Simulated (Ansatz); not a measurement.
Co interstitial in silicon: one set of geometries, relaxed with PBE, evaluated in Ansatz (PAW, plane waves to 420 eV, 500 eV under r2SCAN) with PBE, r2SCAN.

Details: 64-site cell; 2×2×2 shifted k-points; start: void with 4Si nearest; charged states image-corrected; no Hubbard U; finite-size errors of tenths of an eV; flagged in the runs: a strain field that reaches the edge of the cell.

| quantity | PBE | r2SCAN |
|---|---|---|
| host gap (eV) | 0.61 | ___ |
| ε(+1/0) above the VBM (eV) | 0.19 | ___ |
| largest moment on one atom at charge +1 (μB) | 1.41 | ___ |
| neutral formation energy against hcp Co, ferromagnetic (eV) | 1.33 | ___ |
| largest moment on one atom at charge 0 (μB) | 0.88 | ___ |

**Question.** Given the lower rungs, what does r2SCAN give?

**Answer.** 
- host gap (eV), r2SCAN: 0.79
- ε(+1/0) above the VBM (eV), r2SCAN: 0.57
- largest moment on one atom at charge +1 (μB), r2SCAN: 1.66
- neutral formation energy against hcp Co, ferromagnetic (eV), r2SCAN: 1.54
- largest moment on one atom at charge 0 (μB), r2SCAN: 1.08

Ansatz is an electronic-structure program.
